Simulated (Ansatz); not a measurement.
The parent structure is Cr in the bcc (W type) structure (space group Im-3m, No. 229; non-magnetic).

Cr is modelled in the cubic space group Im-3m (No. 229), the bcc (W type) structure, Pearson symbol cI2. Cell: a = b = c = 2.8293 Å, α = β = γ = 90.00°. Cr on 2a is surrounded by 8 Cr at 2.450 Å and 6 Cr at 2.829 Å. (Neighbours: up to the widest gap in distance over summed covalent radii, below 1.35, at either atom.)
(The calculation used a cell of 1 atom; values per cell refer to that cell.)

Level of theory: Ansatz (a quantum-chemistry and plane-wave program) r2SCAN, no spin-orbit coupling.

Before the change:

The shortest interatomic distance is 4.630 bohr.

One thing is altered: In takes the place of Cr on all its sites; the structure is relaxed again.

Estimate the effect on the shortest interatomic distance.

The shortest interatomic distance grows by 1.5283 bohr, from 4.630 bohr to 6.159 bohr.

No phonon test of stability was made. For In in this form, whether it has been made was not checked. Starting moments died away, wholly or in part, for the base; another magnetic solution may exist. All final runs are without spin polarisation. Real Cr is antiferromagnetic at low temperature and ambient pressure, an order that this cell doesn't hold. This is not the structure that In has at room temperature and ambient pressure.
